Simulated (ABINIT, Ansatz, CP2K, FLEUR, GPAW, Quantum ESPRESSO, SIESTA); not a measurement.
**Code comparison for Ta2InC (P6_3/mmc, 8 atoms in the cell)**

Self-consistent single point.

```xyz
8
Lattice="3.1675 0.0000 0.0000 -1.5838 2.7431 0.0000 0.0000 0.0000 14.5335" Properties=species:S:1:pos:R:3 pbc="T T T"
Ta     1.5838     0.9144     8.4726
Ta     0.0000     1.8288     6.0609
Ta     0.0000     1.8288     1.2058
Ta     1.5838     0.9144    13.3276
In     1.5838     0.9144     3.6334
In     0.0000     1.8288    10.9001
C      0.0000     0.0000     7.2667
C      0.0000     0.0000     0.0000
```

Shared settings, as Ansatz (a first-principles code) writes them: kpoints.mp_grid.grid = 7 7 2; scf.occupations.method = gaussian; scf.occupations.width = 0.1 eV. Potentials and cutoffs stand in the table.

| code | model | pressure (GPa) | largest force (eV/Å) | cutoff |
|---|---|---|---|---|
| Quantum ESPRESSO | PBEsol, SSSP 1.1.2 efficiency (PBE) pseudopotentials | -6.11 | 0.551 | 55 Ry |
| GPAW | PBEsol, GPAW PAW datasets PBEsol (made by gpaw-setup) | – | 0.520 | 950 eV |
| FLEUR | PBEsol, all-electron FLAPW (FLEUR), scalar-relativistic valence | – | 0.587 | Kmax 4.3 1/bohr |
| ABINIT | PBEsol, norm-conserving pseudopotentials (PseudoDojo nc-sr-04 PBEsol standard) | -6.25 | 0.583 | 41 Ha |
| CP2K | PBEsol, GPW, DZVP-MOLOPT-SR-GTH basis, GTH-PBE potentials (GTH_POTENTIALS) | -6.55 | 0.693 | grid 500 Ry |
| SIESTA | GGA PBEsol, numerical atomic orbitals TZP, PseudoDojo PBEsol standard norm-conserving potentials (rewritten from UPF to PSML) | -7.07 | 0.565 | grid 300 Ry |
| Ansatz | PBEsol, PAW files made with PBE | -6.41 | 0.576 | 420 eV |

A dash marks a value that a program does not give, or that is left out as unsure.

On Ansatz's run: spin-orbit coupling is off. Spin polarisation is off.

The spread over the programs that give each value: pressure within 0.96 GPa; largest force within 0.173 eV/Å.

CP2K and SIESTA use small atom-centred bases, whose incompleteness enters pressures, forces and empty levels differently from a plane-wave cutoff. FLEUR treats all electrons, but the usual bases taken here (sphere radii, linearisation, local orbitals, empty states) were not tested for convergence, so the values are no reference for the others. Ansatz's pressure is given at a fixed set of plane waves, as the other plane-wave codes print theirs; with its correction for the finite basis it is -6.33 GPa. The pressure of GPAW is left out: its cutoff lies under the one at which its stress was checked. In the force vectors, CP2K (by 0.130) lies more than 0.08 eV/Å from the median of the plane-wave programs.

The starting cell comes from a database of computed structures (which also holds hypothetical and non-ambient phases and stackings), without a prior relaxation at this level.

Left out of this page: Elk (not drawn, or without a comparable value).

Keys are those of Ansatz 0.2.
